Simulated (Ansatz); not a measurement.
Cell of hcp Ti (0 0 1) on cubic KTaO3 (1 1 1) (film strained to the substrate, faces as cut), relaxed at this level with a, b, gamma of the cell held:

```
CELL_PARAMETERS angstrom
      5.69073     0.00027     0.10271
     -2.84556     4.92903    -0.05724
      2.31937     1.60864    23.06575
ATOMIC_POSITIONS crystal
  K  0.45536 0.00309 0.09737
  Ta 0.15424 0.35248 0.04762
  O  0.48282 0.51669 0.08695
  O  0.95006 0.98316 0.08633
  O  0.95012 0.51776 0.08632
  K  0.05683 0.30386 0.19813
  Ta 0.75446 0.65270 0.14866
  O  0.05830 0.80462 0.19426
  O  0.55908 0.30532 0.19416
  O  0.55898 0.80452 0.19417
  K  0.65901 0.60496 0.29751
  Ta 0.35844 0.95468 0.24796
  O  0.66136 0.10613 0.29648
  O  0.16035 0.60572 0.29745
  O  0.16041 0.10562 0.29745
  K  0.26142 0.90621 0.39599
  Ta 0.96127 0.25609 0.34693
  O  0.25564 0.40338 0.40155
  O  0.75272 0.90314 0.39932
  O  0.75251 0.40041 0.39933
  K  0.86125 0.20633 0.49687
  Ta 0.56899 0.55999 0.44630
  O  0.87220 0.71168 0.49843
  O  0.37729 0.23685 0.51097
  O  0.37761 0.69236 0.51090
  Ta 0.16508 0.85829 0.54583
  Ti 0.91542 0.49718 0.64817
  Ti 0.91473 0.96924 0.64811
  Ti 0.40730 0.48008 0.58585
  Ti 0.38224 0.96709 0.65245
  Ti 0.00783 0.77914 0.75569
  Ti 0.03128 0.29086 0.73744
  Ti 0.51972 0.78547 0.74247
  Ti 0.51997 0.28507 0.74272
  Ti 0.77555 0.41219 0.85132
  Ti 0.77553 0.91456 0.85124
  Ti 0.28570 0.41864 0.83829
  Ti 0.26492 0.90830 0.85541
  Ti 0.84971 0.69968 0.01378
  Ti 0.90832 0.22973 0.94336
  Ti 0.37900 0.70081 0.94452
  Ti 0.37900 0.22912 0.94462
```

All values below come from PBE (plane waves to 420 eV, PAW; Ansatz, a program for electronic structure). Scalar-relativistic, without spin–orbit coupling; the runs are not spin-polarised. Its k-point mesh 5×5×1, Fermi–Dirac width 0.05 eV.

Task: Give the plane-averaged electrostatic potential energy of an electron along the normal (the smooth PAW potential), about its mean over the cell.

Result: 
```
z (Å) | V (eV)
    0.000 | ######################### 3.87
    0.432 | #################### 1.55
    0.719 | ################ 0.00
    1.151 | ############### -0.15
    1.583 | ########### -1.86
    1.871 | ####### -3.80
    2.302 | ########### -1.98
    2.734 | ##################### 2.01
    3.166 | ################### 1.36
    3.453 | ################## 0.92
    3.885 | ################# 0.46
    4.317 | ######## -3.34
    4.604 | ######## -3.31
    5.036 | ################# 0.65
    5.468 | ################### 1.48
    5.756 | ################### 1.19
    6.187 | ################### 1.34
    6.619 | ######### -2.68
    7.051 | ######### -2.75
    7.338 | ################ -0.09
    7.770 | ################### 1.41
    8.202 | ################### 1.41
    8.489 | #################### 1.67
    8.921 | ########### -2.16
    9.353 | ######## -3.25
    9.640 | ############## -0.90
   10.072 | ################### 1.24
   10.504 | ################### 1.32
   10.792 | #################### 1.81
   11.223 | ############### -0.52
   11.655 | ####### -3.52
   12.087 | ############ -1.55
   12.374 | ################ 0.12
   12.806 | ################# 0.35
   13.238 | #################### 1.90
   13.525 | ######################## 3.19
   13.957 | ######################### 3.61
   14.389 | ################# 0.31
   14.677 | ########### -2.12
   15.108 | ########## -2.36
   15.540 | #################### 1.64
   15.828 | ########################### 4.83
   16.259 | ######################### 3.62
   16.691 | ######## -3.05
   17.123 |  -6.57
   17.410 | ### -5.30
   17.842 | ################### 1.23
   18.274 | ############################## 5.88
   18.562 | ############################ 5.05
   18.993 | ############# -1.33
   19.425 |  -6.36
   19.713 | # -6.10
   20.144 | ############## -0.76
   20.576 | ############################ 5.06
   21.008 | ######################## 3.42
   21.295 | ################ -0.10
   21.727 | ######### -2.73
   22.159 | ############## -0.83
   22.446 | ##################### 2.31
   22.878 | ########################## 4.22
```
